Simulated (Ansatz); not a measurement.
Start from MgTe in the wurtzite structure (space group P6_3mc, No. 186; a = 4.608 Å, c = 7.501 Å).

Now apply this change: a hydrostatic pressure of 5 GPa.

Levels (all Ansatz, a program for electronic structure, PAW): PBE (420 eV, no spin-orbit coupling); HSE06 (420 eV, scalar-relativistic without spin-orbit coupling); PBE+SOC (420 eV, spin-orbit coupling included).

One geometry, relaxed with PBE, under each level:

The valence-band top lists the three highest levels at Γ (Kramers pairs under SOC), from the VBM.

```csv
level,band gap,lowest conduction level above the VBM at special points,valence-band top at Γ,electron mass,pressure
PBE,2.91 eV,Γ 2.91 eV; M 3.14 eV; L 3.28 eV,"0.00, -0.01, -0.01 eV","0.17 mₑ along c, 0.19 mₑ across (at Γ)",4.99 GPa
HSE06,3.80 eV,Γ 3.80 eV; M 3.90 eV; L 4.06 eV,–,–,–
PBE+SOC,2.64 eV,Γ 2.64 eV; M 2.87 eV; L 3.01 eV; K 3.11 eV,"0.00, -0.01, -0.58 eV","0.16 mₑ along c, 0.18 mₑ across (at Γ)",5.00 GPa
```

Single points use the geometry relaxed with PBE. Differences between runs with and without spin-orbit coupling are approximate. Spin-orbit coupling, missing from the scalar runs, can matter with Te. Load acts through the strain it causes; cell and atoms are relaxed under it. Masses are band curvatures over ±0.01 Å⁻¹ around the edge. No phonon test of stability was made. Tetrahedral semiconductors of this kind turn to denser phases somewhere between about 1 and 50 GPa; those were not computed, so compressed cells here can lie past the real transition.
